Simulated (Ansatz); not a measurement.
Candidates (primitive cells; geometry: cell and atoms relaxed with PBEsol):
A. MgS (Fm-3m), a = b = c = 3.664 Å, α = β = γ = 60.00°
B. InP (F-43m), a = b = c = 4.1566 Å, α = β = γ = 60.00°
C. AlAs (F-43m), a = b = c = 4.013 Å, α = β = γ = 60.00°
D. YN (Fm-3m), a = 3.4339 Å, b = 3.4339 Å, c = 3.4339 Å, α = 60.00°, β = 60.00°, γ = 60.00°

Problem. Rank these by band gap (highest first), as HSE06 with spin-orbit coupling, rigid bands in Ansatz (an electronic-structure program) gives it.

Solution. A (3.80 eV), C (1.99 eV), B (1.41 eV), D (1.03 eV)
